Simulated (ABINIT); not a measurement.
A self-consistent single point of SnO2 (P4_2/mnm, 6 atoms in the cell) with ABINIT.

Level of theory: PBE, norm-conserving pseudopotentials (PseudoDojo nc-sr-05 PBE standard) (plane waves; ABINIT 10.0.3).

The change in words: lattice scaled by 0.98. Reference geometry:
```yaml
crystal:
  lattice:
    - [4.79341, 0.00000, 0.00000]
    - [0.00000, 4.79341, 0.00000]
    - [0.00000, 0.00000, 3.22675]
  atoms:
    - { symbol: Sn, position: [0.50000, 0.50000, 0.50000] }
    - { symbol: Sn, position: [0.00000, 0.00000, 0.00000] }
    - { symbol: O, position: [0.19403, 0.80597, 0.50000] }
    - { symbol: O, position: [0.80597, 0.19403, 0.50000] }
    - { symbol: O, position: [0.69403, 0.69403, 0.00000] }
    - { symbol: O, position: [0.30597, 0.30597, 0.00000] }
```

Reference input (self-consistent single point, DFT, PBE, plane waves, norm-conserving pseudopotentials (PseudoDojo nc-sr-05 PBE standard)): pseudos = [Sn.upf, O.upf]; ecut = 42 Ha; occopt = 3; tsmear = 0.02 eV; ngkpt = 4 4 5; nshiftk = 1; shiftk = 0 0 0; potentials = PseudoDojo nc-sr-05 PBE standard; nband = 34; kptopt = 1; nstep = 60; tolvrs = 1e-12. This run's input differs from it in these lines:

```diff
@@ -5,5 +5,5 @@
 rprim
-         9.0582302133    0.0000000000    0.0000000000
-         0.0000000000    9.0582302133    0.0000000000
-         0.0000000000    0.0000000000    6.0976643240
+         8.8770659492    0.0000000000    0.0000000000
+         0.0000000000    8.8770659492    0.0000000000
+         0.0000000000    0.0000000000    5.9757108486
 natom 6
@@ -13,8 +13,8 @@
 xcart
-         4.5291151067    4.5291151067    3.0488321620
+         4.4385329746    4.4385329746    2.9878554243
          0.0000000000    0.0000000000    0.0000000000
-         1.7575684083    7.3006618050    3.0488321620
-         7.3006618050    1.7575684083    3.0488321620
-         6.2866835149    6.2866835149    0.0000000000
-         2.7715466984    2.7715466984    0.0000000000
+         1.7224171061    7.1546488431    2.9878554243
+         7.1546488431    1.7224171061    2.9878554243
+         6.1609500807    6.1609500807    0.0000000000
+         2.7161158685    2.7161158685    0.0000000000
 ecut 42 Ha
```

Output (repeated stretches shortened):

```
--- !BeginCycle
solver: {iscf: 7, nstep: 60, nline: 4, wfoptalg: 0, }
tolerances: {tolvrs: 1.00E-12, }
...

     iter   Etot(hartree)      deltaE(h)  residm     vres2
 ETOT  1  -223.12152083338    -2.231E+02 2.931E-01 1.051E+03
 ETOT  2  -223.53338266086    -4.119E-01 3.062E-02 8.557E+02
 ETOT  3  -223.84589673725    -3.125E-01 1.939E-02 1.707E+01
 ETOT  4  -223.85036742718    -4.471E-03 5.914E-03 8.074E-01
 ETOT  5  -223.85053619219    -1.688E-04 4.134E-03 9.354E-02
   [... 3 lines left out ...]
 ETOT  9  -223.85056010955    -2.042E-10 8.818E-04 5.117E-09
 ETOT 10  -223.85056010956    -8.697E-12 3.784E-04 1.230E-10
 ETOT 11  -223.85056010956     5.258E-12 4.110E-04 5.207E-12
 ETOT 12  -223.85056010956    -1.421E-12 1.866E-04 1.261E-13
 At SCF step   12       vres2   =  1.26E-13 < tolvrs=  1.00E-12 =>converged.

 Cartesian components of stress tensor (hartree/bohr^3)
  sigma(1 1)= -5.18259613E-04  sigma(3 2)=  0.00000000E+00
  sigma(2 2)= -5.18259613E-04  sigma(3 1)=  0.00000000E+00
  sigma(3 3)= -6.55062242E-04  sigma(2 1)=  0.00000000E+00

 ----iterations are completed or convergence reached----

 reduced coordinates (array xred) for    6 atoms
       0.500000000000      0.500000000000      0.500000000000
       0.000000000000      0.000000000000      0.000000000000
       0.194029999997      0.805970000003      0.500000000000
       0.805970000003      0.194029999997      0.500000000000
       0.694029999997      0.694029999997      0.000000000000
       0.305970000003      0.305970000003      0.000000000000
 cartesian forces (eV/Angstrom) at end:
   [... lines left out ...]
 Fermi (or HOMO) energy (hartree) =   0.11227   Average Vxc (hartree)=  -0.42602
   [... lines left out ...]
total_energy        : -2.23850560109559E+02
total_energy_eV     : -6.09128351841721E+03
band_energy         : -1.79618529438555E+01
...

-Cartesian components of stress tensor (GPa)         [Pressure=  1.6589E+01 GPa]
- sigma(1 1)= -1.52477217E+01  sigma(3 2)=  0.00000000E+00
- sigma(2 2)= -1.52477217E+01  sigma(3 1)=  0.00000000E+00
- sigma(3 3)= -1.92725933E+01  sigma(2 1)=  0.00000000E+00

 Calculation completed.
```

The run converged in 12 iterations. Against the reference run the free energy rises by 42.6 meV/atom, the pressure goes from 2.86 to 16.59 GPa, the largest force goes from 0.042 to 0.172 eV/Å and the gap on the mesh goes from 0.843 to 1.550 eV.

The starting cell comes from a database of computed structures (which also holds hypothetical and non-ambient phases and stackings), without a prior relaxation at this level. Its lattice was rescaled by a random factor within 2.5 % of one. For this run, on top of that: lattice scaled by 0.98. With a pressure of about 17 GPa the cell is away from its equilibrium volume at this level.

Cost on one core of a shared machine: roughly 7 min.
